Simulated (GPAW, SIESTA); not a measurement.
A SIESTA input for a self-consistent single point of Tl3VSe4 (I-43m, 8 atoms in the cell) (DFT, LDA PW92, numerical atomic orbitals DZP, PseudoDojo LDA standard norm-conserving potentials (rewritten from UPF to PSML)):

```
# files in the folder: V.psml Tl.psml Se.psml (PseudoDojo LDA standard)
SystemName  Tl3VSe4
SystemLabel tl3vse4

NumberOfAtoms                8
NumberOfSpecies              3
%block ChemicalSpeciesLabel
  1 23 V
  2 81 Tl
  3 34 Se
%endblock ChemicalSpeciesLabel
LatticeConstant              6.788548 Ang
%block LatticeVectors
    -0.577350267    0.577350267    0.577350267
     0.577350267   -0.577350267    0.577350267
     0.577350267    0.577350267   -0.577350267
%endblock LatticeVectors
AtomicCoordinatesFormat      Fractional
%block AtomicCoordinatesAndAtomicSpecies
     0.000000000    0.000000000    0.000000000  1
     0.500000000    0.500000000    0.000000000  2
     0.000000000    0.500000000    0.500000000  2
     0.500000000    0.000000000    0.500000000  2
     0.663780000    0.663780000    0.663780000  3
     0.336220000    0.000000000    0.000000000  3
     0.000000000    0.000000000    0.336220000  3
     0.000000000    0.336220000    0.000000000  3
%endblock AtomicCoordinatesAndAtomicSpecies

XC.functional                LDA
XC.authors                   PW92
PAO.BasisSize                DZP
PAO.EnergyShift              0.005 Ry
MeshCutoff                   350 Ry
%block kgrid.MonkhorstPack
    3   0   0  0.0
    0   3   0  0.0
    0   0   3  0.0
%endblock kgrid.MonkhorstPack
OccupationFunction           FD
ElectronicTemperature        10.0 meV

MaxSCFIterations             150
SCF.Mixer.Method             Broyden
SCF.Mixer.Weight             0.25
SCF.Mixer.History            8
SCF.DM.Tolerance             1.0E-04
Diag.ParallelOverK           true
WriteForces                  true
```

Question: Give the GPAW input for the same structure, mesh, smearing and functional.

Answer: This is the input that was run; spellings and numerical settings could be chosen otherwise.

```python
from ase import Atoms
from ase.units import GPa
from gpaw import GPAW, PW, FermiDirac

atoms = Atoms(['V', 'Tl', 'Tl', 'Tl', 'Se', 'Se', 'Se', 'Se'],
              cell=[[-3.919370, 3.919370, 3.919370],
                    [3.919370, -3.919370, 3.919370],
                    [3.919370, 3.919370, -3.919370]],
              scaled_positions=[[0.000000, 0.000000, 0.000000],
                                [0.500000, 0.500000, 0.000000],
                                [0.000000, 0.500000, 0.500000],
                                [0.500000, 0.000000, 0.500000],
                                [0.663780, 0.663780, 0.663780],
                                [0.336220, 0.000000, 0.000000],
                                [0.000000, 0.000000, 0.336220],
                                [0.000000, 0.336220, 0.000000]],
              pbc=True)

calc = GPAW(mode=PW(800),
            xc='LDA',
            kpts=(3, 3, 3),
            occupations=FermiDirac(0.01),
            nbands=-6,
            convergence={'density': 1e-05, 'bands': -4},
            symmetry={'symmorphic': False, 'tolerance': 0.0005},
            maxiter=100,
            txt='-')

atoms.calc = calc

energy = atoms.get_potential_energy()
print('Energy (eV):', round(energy, 6))
forces = atoms.get_forces()
print('Forces (eV/Ang):')
print(forces.round(5))
stress = atoms.get_stress()
print('Stress (GPa, Voigt):', (stress / GPa).round(4))
```

Basis settings and potentials, where a program has them, do not carry over. This input uses DFT LDA (Perdew-Wang 92), plane waves, GPAW PAW datasets LDA (gpaw-data 1.0.1). LDA parametrisations can differ slightly between programs.

The starting cell comes from a database of computed structures (which also holds hypothetical and non-ambient phases and stackings), without a prior relaxation at this level.
